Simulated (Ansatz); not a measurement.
The starting structures come from a database of crystals and need not be the phases stable at ambient conditions.

Where the default PAW files enter, the runs use the earlier of Ansatz's two default sets.

The decay constant κ of evanescent states in the gap governs leakage through a thin film.

Consider the following.

```yaml
crystal:
  lattice:
    - [3.73326, 0.00000, 0.00000]
    - [-1.86663, 3.23310, 0.00000]
    - [1.86663, -1.07770, 3.11040]
  atoms:
    - { symbol: Zn, position: [0.00000, 0.00000, 0.00000] }
    - { symbol: S, position: [0.25000, 0.75000, 0.25000] }
```

Space group of this cell: R3m. The cell is strained (lengths across the current scaled by 0.98, ions clamped); by r2SCAN its mean pressure is 3.7 GPa.

Transport runs along the normal of the first two printed cell vectors, the (111) (indices of the unstrained crystal) plane of the conventional cell.

The gap is the functional's own. No spin-orbit coupling. Mid-gap values are those at the computed energy nearest the middle.

Problem. Give the band gap and the smallest decay constant κ at mid-gap that r2SCAN in Ansatz (an electronic-structure program) yields.

Solution. Gap 2.85 eV on a 10×10×10 mesh; κ = 0.177 1/Å, at the zone centre.
